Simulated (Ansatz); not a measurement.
We consider SmPt2 (Fd-3m, No. 227), described by r²SCAN in Ansatz (plane waves, PAW).

Numerical settings: plane-wave cutoff 500 eV, 12×12×12 k mesh, Fermi–Dirac smearing 0.1 eV, spin-polarised start, scalar-relativistic PAW data made under PBE.

Computed at the level's own relaxed cell.

Task: What does this level give for the volume per atom and lattice parameter a?

Result: 
- volume per atom: 19.41 Å³/atom
- lattice parameter a: 7.752 Å

Note: the magnetic order was assumed, not searched for or taken from measurement; the 4f shell is treated without U or exact exchange, so its levels and filling can be wrong.

Spin–orbit coupling is not included.

The computed numbers hold no vibrational or temperature effects.

Ansatz is a program for electronic structure.
